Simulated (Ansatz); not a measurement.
Consider ZrO2 in the fluorite structure (space group Fm-3m, No. 225; a = 5.1159 Å).

(Cell as relaxed with PBE.)

Levels (all Ansatz, a quantum-chemistry and plane-wave program, PAW, earlier PAW set): PBE (420 eV, scalar-relativistic without spin-orbit coupling); r2SCAN (500 eV, no SOC).

Each level relaxes its own structure.

```
base                      PBE    r2SCAN
-------------------  --------  --------
volume per atom      11.16 Å³  10.98 Å³
lattice parameter a  511.6 pm  508.9 pm
band gap              3.32 eV   3.89 eV
```

Modification: a hydrostatic pressure of 4.5 GPa.

```tsv
quantity	PBE	r2SCAN
band gap	3.37 eV	(withheld)
electron mass (degenerate bands, along [100])	0.49, 2.1 mₑ (at Γ)	(withheld)
lattice parameter a	508.5 pm	(withheld)
```

Question: What does r2SCAN give?

Answer: 
- band gap, r2SCAN: 3.94 eV
- electron mass (degenerate bands, along [100]), r2SCAN: 0.52, 2.0 mₑ (at Γ)
- lattice parameter a, r2SCAN: 506.0 pm

PBE's band gap lies 0.57 eV below r2SCAN's; PBE's lattice parameter a lies 2.42 pm above r2SCAN's (0.5 %). Neither level is exact; r2SCAN is the comparison here, not a measurement.

Load acts through the strain it causes; cell and atoms are relaxed under it. Effective masses come from finite differences of ±0.01 Å⁻¹. No phonon test of stability was made. This is not the structure that ZrO2 has at room temperature and ambient pressure.
